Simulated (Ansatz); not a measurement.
The parent structure is CdIn2Te4 (space group I-4, No. 82; a = 6.234 Å, c = 12.420 Å). Axes: x, y, z lie along a, b, c of the conventional cell.

Level of theory: Kohn–Sham DFT with the PBEsol functional, run in Ansatz (a quantum-chemistry and plane-wave program) with PAW and 420 eV plane waves, scalar-relativistic without spin-orbit coupling.

For the base:

| Property | Result |
|---|---|
| Electron mass | 0.12 mₑ along c, 0.073 mₑ across (at Γ) |
| Shortest interatomic distance | 2.803 Å |

The change: the cell is compressed by 0.75 % along z with no lateral relaxation; the atoms relax in the strained cell.

Q: What happens to the electron mass?

A: The electron mass goes from 0.12 mₑ along c, 0.073 mₑ across (at Γ) to 0.13 mₑ along z, 0.073 mₑ across (at Γ).

Q: What does the calculation give for the shortest interatomic distance after the change?

A: The shortest interatomic distance falls by 0.003 Å, from 2.803 Å to 2.800 Å.

Spin-orbit coupling, missing from the scalar runs, can matter with Te. The levels and masses belong to the bands next to the band gap. Effective masses come from finite differences of ±0.01 Å⁻¹. Stability against distortions was not tested.
